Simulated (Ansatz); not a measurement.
Functionals compared on a constructed model of the (111) surface of fcc Au, a pseudomorphic layer of Ag in the host's stacking (bottom of the slab: a bare face, its two planes held), in Ansatz (plane waves, PAW). The structure was relaxed with PBE; the other rows are single points on it. Cutoff 420 eV (500 eV for r2SCAN).

Model: 7-atom slab, 14.4 Å thick at the start, 15x15x1 mesh, Fermi-Dirac 0.1 eV, dipole correction, 2 atoms held, the rest relaxed; held to the start's symmetry, so lower structures may exist; no spin, no spin-orbit, no U. It is one candidate, not shown to be the stable structure of the face. These notes are the PBE run's.

| functional | work function of the top face (eV) | rough cost of the single point |
|---|---|---|
| PBE | 4.54 | – |
| RPBE | 4.35 | around 25 core-seconds (rough) |
| r2SCAN | 4.52 | around 50 core-seconds (rough) |

Ansatz is a first-principles code.
